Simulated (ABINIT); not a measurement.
ABINIT run on Tl (P6_3/mmc, 2 atoms in the cell): self-consistent single point.

Method: PBE, norm-conserving pseudopotentials (PseudoDojo nc-sr-05 PBE standard) (plane waves; ABINIT).

The change in words: lattice scaled by 0.98. Reference geometry:
```
Tl
1.0
    3.56099     0.00000     0.00000
   -1.78050     3.08391     0.00000
    0.00000     0.00000     5.74933
Tl
2
Cartesian
  0.00000   2.05594   1.43733
  1.78050   1.02797   4.31200
```

Reference input (self-consistent single point, DFT, PBE, plane waves, norm-conserving pseudopotentials (PseudoDojo nc-sr-05 PBE standard)): pseudos = [Tl.upf]; ecut = 816 eV; occopt = 7; tsmear = 0.00999582 Ha; ngkpt = 7 7 4; nshiftk = 1; shiftk = 0 0 0; potentials = PseudoDojo nc-sr-05 PBE standard; nband = 18; kptopt = 1; nstep = 60; tolvrs = 1e-12. This run's input differs from it in these lines:

```diff
@@ -3,6 +3,6 @@
 pseudos "Tl.upf"
-acell 3.5609916913 3.5609916913 5.7493270000 Angstrom
+acell 3.4897718814 3.4897718814 5.6343400000 Angstrom
 rprim
-         1.0000000000    0.0000000201    0.0000000000
-        -0.5000000174    0.8660253937    0.0000000000
+         1.0000000000    0.0000000079    0.0000000000
+        -0.5000000068    0.8660253998    0.0000000000
          0.0000000000    0.0000000000    1.0000000000
@@ -13,4 +13,4 @@
 xcart
-        -0.0000000414    2.0559395116    1.4373317500
-         1.7804958250    1.0279697916    4.3119952500
+        -0.0000000159    2.0148207351    1.4085850000
+         1.7448859328    1.0074103813    4.2257550000
       Angstrom
```

Output (repeated stretches shortened):

```
--- !BeginCycle
solver: {iscf: 7, nstep: 60, nline: 4, wfoptalg: 0, }
tolerances: {tolvrs: 1.00E-12, }
...

     iter   Etot(hartree)      deltaE(h)  residm     vres2
 ETOT  1  -120.57625019806    -1.206E+02 5.691E-01 3.787E+01
 ETOT  2  -121.12927750538    -5.530E-01 4.244E-02 3.124E+01
 ETOT  3  -121.13713679484    -7.859E-03 3.689E-03 2.364E+00
 ETOT  4  -121.13774833382    -6.115E-04 5.942E-04 9.987E-02
 ETOT  5  -121.13777397333    -2.564E-05 1.732E-04 7.331E-03
 ETOT  6  -121.13777588575    -1.912E-06 9.434E-05 2.251E-06
 ETOT  7  -121.13777588637    -6.105E-10 7.016E-05 1.380E-06
 ETOT  8  -121.13777588674    -3.743E-10 5.800E-05 2.097E-08
 ETOT  9  -121.13777588675    -5.926E-12 2.145E-05 1.415E-09
 ETOT 10  -121.13777588675    -4.405E-13 5.366E-05 4.513E-13
 At SCF step   10       vres2   =  4.51E-13 < tolvrs=  1.00E-12 =>converged.

 Cartesian components of stress tensor (hartree/bohr^3)
  sigma(1 1)= -5.57575686E-05  sigma(3 2)=  0.00000000E+00
  sigma(2 2)= -5.57575679E-05  sigma(3 1)=  0.00000000E+00
  sigma(3 3)= -5.91590515E-05  sigma(2 1)= -4.50865859E-13

 ----iterations are completed or convergence reached----

 reduced coordinates (array xred) for    2 atoms
       0.333333333326      0.666666666672      0.250000000000
       0.666666666659      0.333333333338      0.750000000000
 cartesian forces (eV/Angstrom) at end:
    1     -0.00000000000000    -0.00000000000000    -0.00000000000000
    2      0.00000000000000     0.00000000000000     0.00000000000000
 frms,max,avg= 1.7380652E-26 2.7577412E-26   0.000E+00  0.000E+00  0.000E+00 e/A
   [... lines left out ...]
 Fermi (or HOMO) energy (hartree) =   0.23065   Average Vxc (hartree)=  -0.37935
   [... lines left out ...]
total_energy        : -1.21137775886746E+02
total_energy_eV     : -3.29632651960089E+03
band_energy         : -3.31890985884419E+00
...

-Cartesian components of stress tensor (GPa)         [Pressure=  1.6738E+00 GPa]
- sigma(1 1)= -1.64044403E+00  sigma(3 2)=  0.00000000E+00
- sigma(2 2)= -1.64044401E+00  sigma(3 1)=  0.00000000E+00
- sigma(3 3)= -1.74051909E+00  sigma(2 1)= -1.32649293E-08

 Calculation completed.
```

The run converged in 10 iterations. Against the reference run the free energy goes up by 8.5 meV/atom and the pressure goes from -0.10 to 1.67 GPa.

The starting cell comes from a database of computed structures (which also holds hypothetical and non-ambient phases and stackings), without a prior relaxation at this level. Its lattice was rescaled by a random factor within 2.5 % of one. For this run, on top of that: lattice scaled by 0.98.

Cost on one core of a shared machine: roughly 30 s.
